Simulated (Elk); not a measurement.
## A self-consistent single point of Sr (Fm-3m, 1 atom in the cell) with Elk

Method of the run: PBE, all-electron FP-LAPW, Elk's shipped species files, default APW+lo basis (Elk 10.2.4).

The input file:

```
tasks
  0

xctype
  20

rgkmax
  7.0

stype
  1

swidth
  0.00367493

scale
  8.147773631

avec
    0.0000000000    0.7071067812    0.7071067812
    0.7071067812    0.0000000000    0.7071067812
    0.7071067812    0.7071067812    0.0000000000

atoms
  1   : nspecies
  'Sr.in'   : spfname
  1   : natoms; atposl, bfcmt below
  0.0000000000  0.0000000000  0.0000000000    0.0 0.0 0.0

ngridk
  9 9 9
```

The program printed (abridged):

```
│ Elk code version 10.2.4 │

All units are atomic (Hartree, Bohr, etc.)

│ Ground-state run starting from atomic densities │

Lattice vectors :
   0.000000000       5.761345986       5.761345986
   5.761345986       0.000000000       5.761345986
   5.761345986       5.761345986       0.000000000

Unit cell volume      :    382.4739542
Brillouin zone volume :   0.6485414516

Muffin-tin inner radius fraction :   0.1000000000E-01

Nuclei treated as point charges

Species :    1 (Sr)
 parameters loaded from : Sr.in
 name : strontium
 nuclear charge    :   -38.00000000
 electronic charge :    38.00000000
 atomic mass :    159721.4890
 muffin-tin radius :    2.600000000
 number of radial points in muffin-tin :    597
 atomic positions (lattice), magnetic fields (Cartesian) :
   1 :   0.00000000  0.00000000  0.00000000    0.00000000  0.00000000  0.00000000

Total number of atoms per unit cell :    1

Spin treatment :
 spin-unpolarised

Number of Bravais lattice symmetries :   48
Number of crystal symmetries         :   48
Crystal has inversion symmetry
Real symmetric eigensolver will be used

k-point grid :      9     9     9
k-point offset :    0.000000000       0.000000000       0.000000000
k-point set is reduced with full crystal symmetry group
Total number of k-points :       35

Muffin-tin radius times maximum |G+k| :    7.000000000
 using average radius
Maximum |G+k| for APW functions       :    2.692307692
Maximum (1/2)|G+k|²                   :    3.624260355
Maximum |G| for potential and density :    12.00000000
 potential will be trimmed for |G| > 2 gkmax
Constant for pseudocharge density :    8
Radial integration step length :    4

G-vector grid sizes :     32    32    32
Number of G-vectors :    11191

Maximum angular momentum used for
 APW functions                      :    8
 outer part of muffin-tin           :    6
 inner part of muffin-tin           :    1

Total nuclear charge    :   -38.00000000
Total core charge       :    28.00000000
Total valence charge    :    10.00000000
Total excess charge     :    0.000000000
Total electronic charge :    38.00000000

Effective Wigner radius, rₛ :    1.339398742

Number of empty states         :    4
Total number of valence states :    9
Total number of core states    :   28

Total number of local-orbitals :    8

Exchange-correlation functional :     20     0     0
 Perdew-Burke-Ernzerhof, Phys. Rev. Lett. 77, 3865 (1996)
 gradient requirement :    1
 generalised gradient approximation (GGA)

Smearing type :    1
 Methfessel-Paxton order 1, Phys. Rev. B 40, 3616 (1989)
Smearing width :   0.3674930000E-02
Effective electronic temperature (K) :    1160.451112

Mixing type :    3
 Broyden mixing, J. Phys. A: Math. Gen. 17, L317 (1984)

Kohn-Sham potential initialised from atomic data

│ Self-consistent loop started │
│ Loop number : 1 │
 total energy                :     -3181.75721365
│ Loop number : 2 │
 total energy                :     -3181.73816314
RMS change in Kohn-Sham potential (target) :   0.1294033216     (  0.1000000000E-05)
Absolute change in total energy (target)   :   0.1905051240E-01 (  0.1000000000E-03)
│ Loop number : 3 │
 total energy                :     -3181.00277321
RMS change in Kohn-Sham potential (target) :   0.7858504418E-01 (  0.1000000000E-05)
Absolute change in total energy (target)   :   0.7401525596     (  0.1000000000E-03)
│ Loop number : 4 │
 total energy                :     -3180.39479998
RMS change in Kohn-Sham potential (target) :   0.3491010301E-01 (  0.1000000000E-05)
Absolute change in total energy (target)   :   0.7930113713     (  0.1000000000E-03)
│ Loop number : 5 │
 total energy                :     -3180.07416432
RMS change in Kohn-Sham potential (target) :   0.1148308596E-01 (  0.1000000000E-05)
Absolute change in total energy (target)   :   0.5188884941     (  0.1000000000E-03)
│ Loop number : 6 │
 total energy                :     -3179.95665946
RMS change in Kohn-Sham potential (target) :   0.2868758327E-02 (  0.1000000000E-05)
Absolute change in total energy (target)   :   0.2472269923     (  0.1000000000E-03)
│ Loop number : 7 │
 total energy                :     -3179.91700002
RMS change in Kohn-Sham potential (target) :   0.1500374972E-03 (  0.1000000000E-05)
Absolute change in total energy (target)   :   0.1014661844     (  0.1000000000E-03)
│ Loop number : 8 │
 total energy                :     -3179.91626278
RMS change in Kohn-Sham potential (target) :   0.8003482275E-04 (  0.1000000000E-05)
Absolute change in total energy (target)   :   0.2610378106E-01 (  0.1000000000E-03)
│ Loop number : 9 │
 total energy                :     -3179.91522114
RMS change in Kohn-Sham potential (target) :   0.1189434279E-04 (  0.1000000000E-05)
Absolute change in total energy (target)   :   0.7567585060E-02 (  0.1000000000E-03)
│ Loop number : 10 │
 total energy                :     -3179.91501013
RMS change in Kohn-Sham potential (target) :   0.3028214974E-05 (  0.1000000000E-05)
Absolute change in total energy (target)   :   0.2102913881E-02 (  0.1000000000E-03)
│ Loop number : 11 │
 total energy                :     -3179.91496973
RMS change in Kohn-Sham potential (target) :   0.8049183448E-06 (  0.1000000000E-05)
Absolute change in total energy (target)   :   0.5661223258E-03 (  0.1000000000E-03)
│ Loop number : 12 │
 total energy                :     -3179.91496963
RMS change in Kohn-Sham potential (target) :   0.1517528575E-06 (  0.1000000000E-05)
Absolute change in total energy (target)   :   0.1416379801E-03 (  0.1000000000E-03)
│ Loop number : 13 │
 total energy                :     -3179.91497156
RMS change in Kohn-Sham potential (target) :   0.5606719796E-07 (  0.1000000000E-05)
Absolute change in total energy (target)   :   0.3347610345E-04 (  0.1000000000E-03)
Convergence targets achieved

│ Loop number : 14 │

Energies :
 Fermi                       :     0.114231687414
 sum of eigenvalues          :     -1878.37803013
 electron kinetic            :      3275.04975585
 core electron kinetic       :      3228.33706994
 Coulomb                     :     -6349.72396787
 Coulomb potential           :     -5016.42799473
 nuclear-nuclear             :     -258.126646605
 electron-nuclear            :     -7166.76664779
 Hartree                     :      1075.16932653
 Madelung                    :     -3841.50997050
 xc potential                :     -136.999791248
 exchange                    :     -103.372117032
 correlation                 :     -1.86864351338
 total energy                :     -3179.91497256

Density of states at Fermi energy :    40.44784389
 (states/Hartree/unit cell)

Estimated indirect band gap :   0.2595462182E-02
 from k-point     35 to k-point     17
Estimated direct band gap   :   0.8600405075E-02
 at k-point     31

Charges :
 core                        :    28.00000000
 valence                     :    10.00000000
 interstitial                :    2.097274503
 muffin-tins (core leakage)
  species :    1 (Sr)
   atom    1                 :    35.90272550     (  0.2879600598E-04)
 total in muffin-tins        :    35.90272550
 total calculated charge     :    38.00367433
 total charge                :    38.00000000
 error                       :   0.3674333637E-02

│ Self-consistent loop stopped │
```

The run converged in 14 iterations. The count includes the last loop, which Elk runs after its targets are met.

The starting cell comes from a database of computed structures (which also holds hypothetical and non-ambient phases and stackings), without a prior relaxation at this level. Its lattice was rescaled by a random factor within 2.5 % of one. Values depend on the basis (sphere radii, cutoffs, local orbitals), which need not be converged. The log's line on a gap gives a spacing of levels on this mesh, which the program prints for metals too.
